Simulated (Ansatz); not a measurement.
Input and output of a self-consistent single point for ZrAu (P4mm, 2 atoms in the cell) (Ansatz, an electronic-structure program).

Level of theory: PBEsol, harder PAW files (source: ansatz) made with PBE (plane waves; Ansatz).

```
CELL_PARAMETERS angstrom
      3.15616     0.00000     0.00000
      0.00000     3.15616     0.00000
      0.00000     0.00000     3.90579
ATOMIC_POSITIONS crystal
  Zr 0.00000 0.00000 0.01280
  Au 0.50000 0.50000 0.50000
```

Reference input (self-consistent single point, DFT, PBEsol, plane waves, default PAW files made with PBE): basis.ecutwfc = 30.9 Ry; kpoints.mp_grid.grid = 10 10 9; hamiltonian.xc = pbesol; hamiltonian.pseudopotentials = {kind: paw} (the program's default PAW files); scf.occupations.method = gaussian; scf.occupations.width = 0.0073 Ry. This run's input differs from it in these lines:

Ansatz 0.2 input:
```diff
@@ -9,3 +9,3 @@
 basis:
-  ecutwfc: 30.9 Ry
+  ecutwfc: 90.8 Ry
 kpoints:
@@ -17,2 +17,3 @@
     kind: paw
+    source: ansatz
 scf:
```

The program printed (abridged):

```
SCF iter   1: F=—  HF=-17179.727915 eV  |F-HF|=—  |Δ(HF+E_count)|=         —  Δρ=3.63e-1  dr2=1.06e2  ethr=3.10e-3  ⟨swp⟩=4.4  Hψ=7913  notcnv=0
all-band conjugate gradients solve this SCF's bands
preconditioner: auto → Kerker (q_TF=auto, 2.627 Å⁻¹)
SCF iter   2: F=—  HF=-17171.428715 eV  |F-HF|=—  |Δ(HF+E_count)|=    8.30e0  Δρ=1.81e-1  dr2=2.66e1  ethr=3.10e-3  ⟨swp⟩=2.8  Hψ=5071  notcnv=0  defer=37
   [... lines left out ...]
SCF iter   6: F=—  HF=-17168.053678 eV  |F-HF|=—  |Δ(HF+E_count)|=   2.24e-3  Δρ=4.97e-4  dr2=8.18e-5  ethr=3.52e-5  ⟨swp⟩=2.0  Hψ=2737  notcnv=0  defer=17
SCF iter   7: F=—  HF=-17168.053576 eV  |F-HF|=—  |Δ(HF+E_count)|=   1.02e-4  Δρ=2.41e-4  dr2=3.54e-5  ethr=2.64e-7  ⟨swp⟩=3.5  Hψ=4045  notcnv=0  defer=17
SCF iter   8: F=—  HF=-17168.053568 eV  |F-HF|=—  |Δ(HF+E_count)|=   8.74e-6  Δρ=2.98e-5  dr2=4.20e-7  ethr=1.14e-7  ⟨swp⟩=2.0  Hψ=3035  notcnv=0  defer=17
SCF iter   9: F=-17168.053567 eV  HF=-17168.053567 eV  |F-HF|=6.21e-8  |Δ(HF+E_count)|=   4.53e-9  Δρ=1.16e-5  dr2=8.23e-8  ethr=3.23e-10  ⟨swp⟩=9.8  Hψ=13321  notcnv=0
SCF 1 converged in 9 iterations: F = -17168.053567 eV  dr2 = 8.23e-8
Free energy (F): -17168.053567 eV
Internal energy: -17168.042795 eV  (E = F + TS)
E sigma→0 (E₀):  -17168.048181 eV
Entropy (-TS):   -0.010772 eV (-5.386 meV/atom)
Fermi energy:    17.555972 eV
--- Forces (eV/Å), atoms counted from 1 ---
  atom   1  Zr     0.00000000     0.00000000    -0.24023403
  atom   2  Au    -0.00000000     0.00000000     0.24017723
--- Stress (GPa, compression-positive) ---
       -2.769755       0.000000      -0.000000
        0.000000      -2.769755       0.000000
       -0.000000       0.000000      -1.984529
  P = ⅓ Tr σ = -2.5080 GPa (-25.080 kbar)
  The stress holds the Pulay correction. Without it, at fixed plane waves, as pw.x and ABINIT print it: P = -2.5093 GPa
```

The run converged in 9 iterations. Against the reference run the pressure hardly changes (-2.53 to -2.51 GPa) and the largest force stays at 0.240 eV/Å.

The starting cell comes from a database of computed structures (which also holds hypothetical and non-ambient phases and stackings), without a prior relaxation at this level. Its lattice was rescaled by up to half a per cent. One atom was moved a little off its site on purpose. Ansatz's pressure includes its estimate of the finite-basis (Pulay) stress.
